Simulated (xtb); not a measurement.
xtb 6.7.1, GFN2-xTB: Cc1cc(-c2cc3c(s2)-c2sccc2C3(C)C)sc1-c1ccc2c(c1)C(C)(C)c1ccccc1-2, 60 atoms. The geometry is a generated start, not checked to be a minimum at this level.

| Property | Result |
|---|---|
| run flags | --grad |
| method | GFN2-xTB |
| --acc | 1 (default) |
| --etemp (K) | 300 (default) |
| basis functions | 180 |
| valence electrons | 168 |

One run each on 1 thread. Values of broydamp tried: 0.02, 0.05, 0.1, 0.2, 0.4 (default), 0.6, 0.8, 1.

Q: Predict the course of the SCC iterations along this series.

A: Fewest SCC iterations, within one of each other: 0.2 with 12, 0.4 (default) with 12, 0.6 with 13, 0.8 with 13. The count rises to 18 at 0.02. All converge to one solution.

```csv
broydamp,SCC iterations,end
0.02,18,same solution
0.05,16,same solution
0.1,14,same solution
0.2,12,same solution
0.4 (default),12,same solution
0.6,13,same solution
0.8,13,same solution
1,14,same solution
```
